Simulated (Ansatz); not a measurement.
# AlN: response to strain

Start from AlN in the zinc blende structure (space group F-43m, No. 216).

```
CELL_PARAMETERS angstrom
      0.00000     2.18885     2.18885
      2.18885     0.00000     2.18885
      2.18885     2.18885     0.00000
ATOMIC_POSITIONS crystal
  N  0.75000 0.75000 0.75000
  Al 0.00000 0.00000 0.00000
```

Cartesian axes are those of the cell as printed.

Strains are applied to the cell and any free atomic positions relax; under biaxial strain the out-of-plane vector relaxes too; under stress the whole cell relaxes.

The values are results of PBEsol, PAW, 420 eV (Ansatz, a first-principles code; no spin-orbit coupling), not measurements.

Candidates:
(a) uniaxial strain ε_yy = +1.31 %
(b) tensor shear ε_xy = −2.45 %
(c) uniaxial stress, 8 GPa compression along z
(d) biaxial strain +2.35 %, plane normal [111], relaxed out of plane

Notes on the quantities. energy relative to the base: free energy F.

Question: Order them by energy relative to the base, highest first.

Answer: (c) uniaxial stress, 8 GPa compression along z (+18 meV/atom), (d) biaxial strain +2.35 %, plane normal [111], relaxed out of plane (+17 meV/atom), (b) tensor shear ε_xy = −2.45 % (+14 meV/atom), (a) uniaxial strain ε_yy = +1.31 % (+1.6 meV/atom)

Stability under load was not tested beyond the relaxation. This is not the structure that AlN has at room temperature and ambient pressure.
